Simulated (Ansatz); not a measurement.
# Effect of biaxial strain −1.14 %, plane normal [001], relaxed out of plane on AlN

The reference is AlN in the wurtzite structure (space group P6_3mc, No. 186; a = 3.130 Å, c = 5.018 Å). Axes: x lies along a and z along c of the hexagonal cell.

Now apply this change: compressive biaxial strain of 1.14 % in the plane normal to [001], as in epitaxy on a mismatched substrate; the out-of-plane cell vector and the atoms relax.

Calculations: PBE in Ansatz (plane waves to 420 eV, PAW, scalar-relativistic without spin-orbit coupling). Settings: 12×12×7 k-points, 0.05 eV Fermi–Dirac smearing.

The volume per atom falls by 0.18 Å³ to 10.47 Å³ and the space group stays P6_3mc (No. 186). The shortest interatomic distance shrinks by 0.0135 Å (1.903 Å → 1.889 Å) and the band gap grows by 0.23 eV, from 4.03 eV to 4.26 eV (an upper bound: an edge found on the path is not a true extremum; the changed cell). The out-of-plane strain is +0.61 % and the ratio −ε⊥/ε∥ comes out as 0.54. The mean in-plane stress (compression positive) is +5.3 GPa.

Final structure (turned so that z lies along the plane normal):

```
AlN
1.0
    3.09459     0.00000     0.00000
    1.54730     2.68000     0.00000
    0.00000     0.00000     5.04877
Al N
2 2
Direct
  0.66667   0.66667   0.00184
  0.33333   0.33333   0.50184
  0.66667   0.66667   0.62336
  0.33333   0.33333   0.12336
```

Whether these cells are dynamically stable was not tested.

Ansatz is a first-principles code.
